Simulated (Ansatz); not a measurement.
The parent structure is ZnCu in the CsCl type structure (space group Pm-3m, No. 221; relaxed with 0.1 eV smearing).

```
CELL_PARAMETERS angstrom
      2.90849     0.00000     0.00000
      0.00000     2.90849     0.00000
      0.00000     0.00000     2.90849
ATOMIC_POSITIONS crystal
  Zn 0.50000 0.50000 0.50000
  Cu 0.00000 0.00000 0.00000
```

All numbers come from DFT with PBEsol, PAW potentials and a 420 eV plane-wave cutoff in Ansatz (a first-principles code), no spin-orbit coupling.

For the base:

Pressure: 0.0 GPa

Perturbation: the cell is scaled by 1.0050 in all directions; the atoms relax in the strained cell.

Q: Estimate the effect on the energy relative to the base and pressure.

A: The energy rises by 1.2 meV/atom; the pressure goes from zero to -2.0 GPa.

Stability against distortions was not tested. The final runs are not spin-polarised.
